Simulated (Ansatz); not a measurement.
The starting structures come from a database of crystals and need not be the phases stable at ambient conditions.

Inside the gap of an insulator the Bloch states are evanescent, with a wavenumber k + iκ along the transport direction.

Here is the system:

```yaml
crystal:
  lattice:
    - [4.60311, 0.00000, 0.00000]
    - [0.00000, 15.50777, 0.00000]
    - [2.30156, 7.75389, 2.30156]
  atoms:
    - { symbol: Cs, position: [0.00000, 0.35194, 0.00000] }
    - { symbol: Cs, position: [0.00000, 0.64806, 0.00000] }
    - { symbol: Ca, position: [0.00000, 0.00000, 0.00000] }
    - { symbol: H, position: [0.00000, 0.14852, 0.00000] }
    - { symbol: H, position: [0.00000, 0.85148, 0.00000] }
    - { symbol: H, position: [0.50000, 0.50000, 0.00000] }
    - { symbol: H, position: [0.50000, 0.00000, 0.00000] }
```

Space group of this cell: I4/mmm. The cell is taken as given.

Transport runs along the normal of the first two printed cell vectors, the (100) plane of the conventional cell.

The gap is the functional's own. No spin-orbit coupling. Mid-gap values are interpolated on the energy grid.

**Question.** Give the band gap and the smallest decay constant κ at mid-gap that r2SCAN in Ansatz (a program for electronic structure) yields.

**Answer.** Gap 3.46 eV on a 14×14×14 mesh; κ = 0.350 1/Å, at the zone centre.
